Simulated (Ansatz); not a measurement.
Levels about the gap of amorphous Si26O36C8 (70 atoms in a cell of 1028 Å³, 2.27 g/cm³; zone centre alone, so wide bands show as single levels with stretches between that a denser mesh fills), at the geometry that PBE relaxed, where it gives 0.0 GPa on a denser mesh. The participation number counts the atoms over which a state spreads; weights are charges in smoothed Voronoi cells. The levels come from a single point, so bond lengths are those of that geometry. Method of the levels: PBE, scalar-relativistic without spin-orbit coupling (Ansatz, a program for electronic structure). Sampling: the zone centre alone; Fermi-Dirac width 0.02 eV; no spin polarisation.

The cell was made by melting and quenching with the CHGNet potential and then relaxed with DFT. O atoms were pushed apart under 1.9 Å during the dynamics, to hinder bonds among them. The hot cell started wider than the set density and was brought back towards it in steps. It is the lowest in DFT energy of 2 quenches. It is a model cell: composition and starting density were chosen by hand, and all elements were melted together. No dispersion term was used. A short ab initio anneal came between quench and relaxation. Its density started from a set value of 2.43 and ended at 2.27 g/cm³. The simulated quench (nominally 200 K/ps over its main leg) is rapid and tends to freeze in more defects than a deposited or slowly cooled glass has. Values belong to this one cell and scatter from quench to quench. The volume was free in the relaxation, at fixed shape. Stress components on the final sampling reach 1.8 GPa. On a 2×2×2 Γ-centred mesh force components of up to 0.20 eV/Å stay, since the relaxation ran on the zone centre alone.

```csv
"E - E(highest filled), eV",filling,participation number,largest on,weight Si,weight C,weight O
-1.79,filled,2.6,"Si, 2 neighbours",0.69,0.05,0.26
-1.50,filled,5.1,"C, 4 neighbours",0.23,0.55,0.22
-1.30,filled,5.4,"O, 1 neighbours",0.24,0.28,0.48
-1.14,filled,9.9,"Si, 2 neighbours",0.67,0.08,0.25
-0.50,filled,11.5,"C, 3 neighbours",0.41,0.41,0.18
-0.18,filled,7.7,"C, 3 neighbours",0.41,0.43,0.16
0.00,filled,11.4,"Si, 3 neighbours",0.68,0.12,0.20
0.60,empty,9.6,"C, 3 neighbours",0.36,0.47,0.18
0.83,empty,8.8,"Si, 2 neighbours",0.47,0.25,0.28
1.36,empty,8.1,"Si, 2 neighbours",0.67,0.06,0.28
1.38,empty,13.8,"C, 3 neighbours",0.40,0.40,0.20
1.89,empty,18.0,"Si, 2 neighbours",0.54,0.21,0.24
2.03,empty,8.2,"Si, 2 neighbours",0.64,0.08,0.28
2.12,empty,13.9,"Si, 2 neighbours",0.62,0.11,0.27
```

Most localised among these is the filled level at -1.79 eV, on a Si atom, which has 2 neighbours (O 1.68 Å, O 1.68 Å).
